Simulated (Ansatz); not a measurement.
The starting structures come from a database of crystals and need not be the phases stable at ambient conditions.

Evanescent states of ZnSnO3 (R-3, not sure to be the ambient phase, 10 atoms a cell, 11.9 Å³ an atom, -7 GPa at this level) along the normal of (001)

These are PBEsol (plane waves, PAW; Ansatz, an electronic-structure program) values and carry that method's errors.

No gap correction and no spin-orbit coupling; mid-gap values are interpolated between computed energies.

Energies count from the valence-band top; κ is the least over a 12×12 mesh across the current.

```
E (eV)  κ (1/Å)  where
------  -------  -----
0.04      0.123      Γ
0.12      0.128      Γ
0.20      0.132      Γ
0.28      0.134      Γ
0.36      0.135      Γ
0.44      0.134      Γ
0.52      0.132      Γ
0.60      0.129      Γ
0.68      0.125      Γ
0.76      0.119      Γ
0.84      0.111      Γ
0.92      0.101      Γ
1.00      0.088      Γ
1.08      0.071      Γ
1.16      0.043      Γ
```

### Question
How thick must the barrier be to attenuate the transmission by 10^8 when the electrodes' Fermi level lies at 0.12 eV, and what attenuation does that film give at 0.28 eV?

### Answer
d = 8 ln 10 / (2 × 0.128) = 72.0 Å. At 0.28 eV it gives 8 × 0.134/0.128 = 8.4 decades.
